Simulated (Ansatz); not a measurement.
Worked example: self-consistent single point of RbH₃O₂ (Cmc2_1, 12 atoms in the cell) in Ansatz (a program for electronic structure).

Level of theory: r2SCAN, default PAW files made with PBE (plane waves; Ansatz).

```
RbH3O2
1.0
    2.11052    -5.43729     0.00000
    2.11052     5.43729     0.00000
    0.00000     0.00000     5.93979
Rb H O
2 6 4
Direct
  0.15368   0.84632   0.26462
  0.84632   0.15368   0.76462
  0.51039   0.48961   0.02160
  0.48961   0.51039   0.52160
  0.08511   0.30091   0.29945
  0.91489   0.69909   0.79945
  0.69909   0.91489   0.29945
  0.30091   0.08511   0.79945
  0.15861   0.84139   0.75543
  0.84139   0.15861   0.25543
  0.53340   0.46660   0.86356
  0.46660   0.53340   0.36356
```

Reference input (self-consistent single point, DFT, r2SCAN, plane waves, default PAW files made with PBE): basis.ecutwfc = 500 eV; kpoints.mp_grid.grid = 4 4 3; hamiltonian.xc = r2scan; hamiltonian.pseudopotentials = {kind: paw} (the program's default PAW files); scf.occupations.method = fixed. This run's input differs from it in these lines:

Ansatz 0.2 input:
```diff
@@ -19,3 +19,3 @@
 basis:
-  ecutwfc: 500.0 eV
+  ecutwfc: 875.0 eV
 kpoints:
```

Log, with long lists cut:

```
SCF iter   1: F=—  HF=-8931.177815 eV  |F-HF|=—  |Δ(HF+E_count)|=         —  Δρ=5.97e-3  dr2=3.05e-2  dr2_τ=4.53e-1  ethr=1.77e-3  ⟨swp⟩=5.0  Hψ=2076  notcnv=0  defer=108
all-band conjugate gradients solve this SCF's bands
preconditioner: auto → Resta (q_TF=auto, 2.293 Å⁻¹)
SCF iter   2: F=—  HF=-8931.132526 eV  |F-HF|=—  |Δ(HF+E_count)|=   4.53e-2  Δρ=3.47e-3  dr2=5.84e-3  dr2_τ=9.87e-4  ethr=6.36e-5  ⟨swp⟩=3.0  Hψ=1012  notcnv=0  defer=140
   [... lines left out ...]
SCF iter   5: F=—  HF=-8931.131606 eV  |F-HF|=—  |Δ(HF+E_count)|=   3.97e-6  Δρ=1.14e-4  dr2=1.38e-5  dr2_τ=1.82e-6  ethr=7.55e-8  ⟨swp⟩=2.3  Hψ=772  notcnv=0  defer=140
SCF iter   6: F=—  HF=-8931.131604 eV  |F-HF|=—  |Δ(HF+E_count)|=   1.73e-6  Δρ=2.75e-5  dr2=7.31e-7  dr2_τ=1.61e-7  ethr=2.87e-8  ⟨swp⟩=2.0  Hψ=703  notcnv=0  defer=138
SCF iter   7: F=-8931.131605 eV  HF=-8931.131605 eV  |F-HF|=5.77e-8  |Δ(HF+E_count)|=   4.01e-7  Δρ=7.76e-6  dr2=5.35e-8  dr2_τ=5.65e-9  ethr=2.08e-10  ⟨swp⟩=16.8  Hψ=3800  notcnv=0
SCF 1 converged in 7 iterations: F = -8931.131605 eV  dr2 = 5.35e-8
Free energy (F): -8931.131605 eV
Internal energy: -8931.131605 eV  (E = F + TS)
E sigma→0 (E₀):  -8931.131605 eV
Fermi energy:    1.798591 eV
--- Forces (eV/Å), atoms counted from 1 ---
  atom   1  Rb     0.00000000     0.00512122    -0.00676239
  atom   2  Rb     0.00000000    -0.00512122    -0.00676239
  atom   3  H      0.00000000    -0.04992757    -0.15948973
  atom   4  H      0.00000000     0.04992757    -0.15948973
  atom   5  H     -0.09302577     0.02916061    -0.01043866
  atom   6  H      0.09302577    -0.02916061    -0.01043866
  atom   7  H      0.09302577     0.02916061    -0.01043866
  atom   8  H     -0.09302577    -0.02916061    -0.01043866
  atom   9  O      0.00000000     0.03859430     0.01300674
   [... lines left out ...]
  atom  12  O      0.00000000    -0.06626590     0.17413117
--- Stress (GPa, compression-positive) ---
        0.070393       0.000000       0.000000
        0.000000       0.137144       0.000000
        0.000000       0.000000      -0.077041
  P = ⅓ Tr σ = 0.0435 GPa (0.435 kbar)
  The stress holds the Pulay correction. Without it, at fixed plane waves, as pw.x and ABINIT print it: P = 0.0273 GPa
```

The run converged in 7 iterations. Against the reference run the free energy goes down by 2.9 meV/atom, the pressure hardly changes (0.07 to 0.04 GPa), the largest force goes from 0.175 to 0.186 eV/Å and the gap on the mesh stays at 5.111 eV.

The starting cell comes from a database of computed structures (which also holds hypothetical and non-ambient phases and stackings), without a prior relaxation at this level. Ansatz's pressure includes its estimate of the finite-basis (Pulay) stress.
